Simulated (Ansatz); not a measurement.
The parent structure is MgO in the rock salt structure (space group Fm-3m, No. 225; a = 4.2044 Å).

Level of theory: r2SCAN in Ansatz (plane waves to 500 eV, PAW, no SOC).

One change was made to it. Results:

```csv
quantity,base,after
band gap,5.68 eV,5.86 eV
gap character,direct at Γ,direct at Γ
shortest interatomic distance,2.102 Å,2.090 Å
```

### Question
What was done to the base?
A) pressure 30 GPa
B) pressure 3 GPa
C) pressure 7 GPa

### Answer
B, pressure 3 GPa. For comparison, the band gap in the other runs: pressure 7 GPa gives 6.09 eV; pressure 30 GPa gives 7.19 eV.

Load acts through the strain it causes; cell and atoms are relaxed under it. Stability against distortions was not tested. No other phases were tried under pressure.

Ansatz is a quantum-chemistry and plane-wave program.
